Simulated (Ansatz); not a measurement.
Consider the following.

```
CELL_PARAMETERS angstrom
      0.00000     2.54882     2.54882
      2.54882     0.00000     2.54882
      2.54882     2.54882     0.00000
ATOMIC_POSITIONS crystal
  Hf 0.00000 0.00000 0.00000
  O  0.25000 0.25000 0.25000
  O  0.75000 0.75000 0.75000
```

No spin polarisation.

The values are results of PBE (Ansatz, a first-principles code), no spin-orbit coupling, not measurements. Settings: 11×11×11 k-points, 0.05 eV Fermi–Dirac smearing.

Predict the width of the top valence band, band gap, gap character and electron mass.


- Width of the top valence band: 1.82 eV
- Band gap: 3.75 eV
- Gap character: direct at X
- Electron mass: 1.2 mₑ along k, 0.74 mₑ across (at X)

With Hf present, leaving out spin-orbit coupling can change the band edges. Effective masses come from finite differences of ±0.01 Å⁻¹. Along k means along the line from Γ to the band edge. Stability against distortions was not tested. The cell was made from ZrO2 by this change: Zr → Hf. This is not the structure that HfO2 has at room temperature and ambient pressure.
